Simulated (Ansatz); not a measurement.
Worked example: self-consistent single point of CsPbBr₃ (P4mm, 5 atoms in the cell) in Ansatz (a program for electronic structure).

Method: LDA (PW92), default PAW files made with PBE (plane waves; Ansatz).

```yaml
crystal:
  lattice:
    - [5.84065, 0.00000, 0.00000]
    - [0.00000, 5.84065, 0.00000]
    - [0.00000, 0.00000, 5.84065]
  atoms:
    - { symbol: Cs, position: [0.00000, 0.00000, 0.00856] }
    - { symbol: Pb, position: [0.50000, 0.50000, 0.50000] }
    - { symbol: Br, position: [0.50000, 0.00000, 0.50000] }
    - { symbol: Br, position: [0.00000, 0.50000, 0.50000] }
    - { symbol: Br, position: [0.50000, 0.50000, 0.00000] }
```

Reference input (self-consistent single point, DFT, LDA (PW92), plane waves, default PAW files made with PBE): basis.ecutwfc = 30.9 Ry; kpoints.mp_grid.grid = 4 4 4; hamiltonian.xc = lda; hamiltonian.pseudopotentials = {kind: paw} (the program's default PAW files); scf.occupations.method = fermi_dirac; scf.occupations.width = 0.0007 Ry. This run's input differs from it in these lines:

Ansatz 0.2 input:
```diff
@@ -14,3 +14,3 @@
 kpoints:
-  mp_grid: { grid: [4, 4, 4] }
+  mp_grid: { grid: [10, 10, 10], shift: [0.5, 0.5, 0.5] }
 hamiltonian:
```

Output (repeated stretches shortened):

```
SCF iter   1: F=—  HF=-25194.943958 eV  |F-HF|=—  |Δ(HF+E_count)|=         —  Δρ=3.70e-3  dr2=1.98e-2  ethr=1.77e-3  ⟨swp⟩=8.3  Hψ=11353  notcnv=0
all-band conjugate gradients solve this SCF's bands
preconditioner: auto → Resta (q_TF=auto, 2.121 Å⁻¹)
SCF iter   2: F=—  HF=-25194.939782 eV  |F-HF|=—  |Δ(HF+E_count)|=   4.18e-3  Δρ=1.95e-3  dr2=5.66e-3  ethr=4.50e-5  ⟨swp⟩=3.3  Hψ=4504  notcnv=0  defer=74
SCF iter   3: F=—  HF=-25194.938466 eV  |F-HF|=—  |Δ(HF+E_count)|=   1.32e-3  Δρ=1.90e-4  dr2=8.79e-5  ethr=1.29e-5  ⟨swp⟩=3.3  Hψ=3845  notcnv=0  defer=75
SCF iter   4: F=—  HF=-25194.938479 eV  |F-HF|=—  |Δ(HF+E_count)|=   1.28e-5  Δρ=5.39e-5  dr2=7.24e-6  ethr=2.00e-7  ⟨swp⟩=2.1  Hψ=3687  notcnv=0  defer=75
SCF iter   5: F=—  HF=-25194.938479 eV  |F-HF|=—  |Δ(HF+E_count)|=   8.96e-8  Δρ=1.62e-5  dr2=8.92e-7  ethr=1.65e-8  ⟨swp⟩=2.0  Hψ=3446  notcnv=0  defer=75
SCF iter   6: F=-25194.938479 eV  HF=-25194.938479 eV  |F-HF|=3.76e-9  |Δ(HF+E_count)|=   2.16e-7  Δρ=4.51e-6  dr2=6.84e-8  ethr=2.27e-10  ⟨swp⟩=9.4  Hψ=11329  notcnv=0
SCF 1 converged in 6 iterations: F = -25194.938479 eV  dr2 = 6.84e-8
Free energy (F): -25194.938479 eV
Internal energy: -25194.938479 eV  (E = F + TS)
E sigma→0 (E₀):  -25194.938479 eV
Fermi energy:    4.301576 eV
--- Forces (eV/Å), atoms counted from 1 ---
  atom   1  Cs    -0.00000000     0.00000000     0.00492400
  atom   2  Pb    -0.00000000     0.00000000     0.00630319
  atom   3  Br     0.00000000     0.00000000    -0.00801642
  atom   4  Br     0.00000000     0.00000000    -0.00801642
  atom   5  Br     0.00000000     0.00000000     0.00481835
--- Stress (GPa, compression-positive) ---
       -0.868645       0.000000      -0.000000
        0.000000      -0.868645       0.000000
       -0.000000       0.000000      -0.867542
  P = ⅓ Tr σ = -0.8683 GPa (-8.683 kbar)
  The stress holds the Pulay correction. Without it, at fixed plane waves, as pw.x and ABINIT print it: P = -0.8846 GPa
```

The run converged in 6 iterations. Against the reference run the free energy drops by 8.2 meV/atom, the pressure goes from -0.73 to -0.87 GPa, the largest force stays at 0.008 eV/Å and the gap on the mesh goes from 1.317 to 1.691 eV.

The starting cell has typed, rounded lattice constants, without a prior relaxation at this level. Its lattice was rescaled by up to half a per cent. One atom was moved a little off its site on purpose. Spin-orbit coupling is off. Ansatz's pressure includes its estimate of the finite-basis (Pulay) stress. Another mesh or the band path of this cell gives a smaller gap, so this value is not converged in the mesh.
